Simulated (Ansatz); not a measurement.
The parent structure is PbF$_{2}$ in the fluorite structure (space group Fm-3m, No. 225; a = 5.899 Å). Axes: x, y, z lie along the cube axes.

Computed with PBEsol (Ansatz, a program for electronic structure), no spin-orbit coupling.

Strains are applied to the cell and any free atomic positions relax.

One change was made to it. Results:

```tsv
quantity	base	after
smallest direct gap	4.46 eV	4.42 eV
shortest interatomic distance	2.554 Å	2.529 Å
band gap	4.31 eV	4.17 eV
```

Q: Which change produced these results?
A. uniaxial strain ε_zz = −0.50 %
B. uniaxial strain ε_zz = −3.00 %
C. uniaxial strain ε_zz = −1.50 %
D. uniaxial strain ε_zz = −1.00 %

A: B, uniaxial strain ε_zz = −3.00 %. For comparison, the band gap in the other runs: uniaxial strain ε_zz = −1.00 % gives 4.26 eV; uniaxial strain ε_zz = −1.50 % gives 4.24 eV; uniaxial strain ε_zz = −0.50 % gives 4.28 eV.

With Pb present, leaving out spin-orbit coupling can change the band edges. Stability against distortions was not tested.
